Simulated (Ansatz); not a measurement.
Base system: HfO2 (space group P4_2/nmc, No. 137).

```yaml
crystal:
  lattice:
    - [3.57698, 0.00000, 0.00000]
    - [0.00000, 3.57698, 0.00000]
    - [0.00000, 0.00000, 5.20360]
  atoms:
    - { symbol: Hf, position: [0.00000, 0.00000, 0.00000] }
    - { symbol: Hf, position: [0.50000, 0.50000, 0.50000] }
    - { symbol: O, position: [0.00000, 0.50000, 0.19607] }
    - { symbol: O, position: [0.00000, 0.50000, 0.69607] }
    - { symbol: O, position: [0.50000, 0.00000, 0.30393] }
    - { symbol: O, position: [0.50000, 0.00000, 0.80393] }
```

All numbers come from Kohn–Sham DFT with the r2SCAN functional, run in Ansatz (a first-principles code) with PAW and 500 eV plane waves, no SOC, earlier PAW set.

For the base:

| Property | Value |
|---|---|
| Band gap | 5.27 eV |
| Smallest direct gap | 5.34 eV |
| Gap character | indirect, Z → Γ |

Modification: an isotropic linear strain of +4.93 %, atoms relaxed at fixed cell.

### Question
How does this affect the band gap, energy relative to the base, smallest direct gap and gap character?

### Answer
The band gap drops by 0.482 eV, from 5.27 eV to 4.78 eV; the energy increases by 132 meV/atom; the smallest direct gap drops by 0.34 eV (5.34 eV → 5.00 eV); the gap character goes from indirect, Z → Γ to indirect, M–Γ (47 % along) → Γ.

Spin-orbit coupling, missing from the scalar runs, can matter with Hf. Whether these cells are dynamically stable was not tested. This is not the structure that HfO2 has at room temperature and ambient pressure.
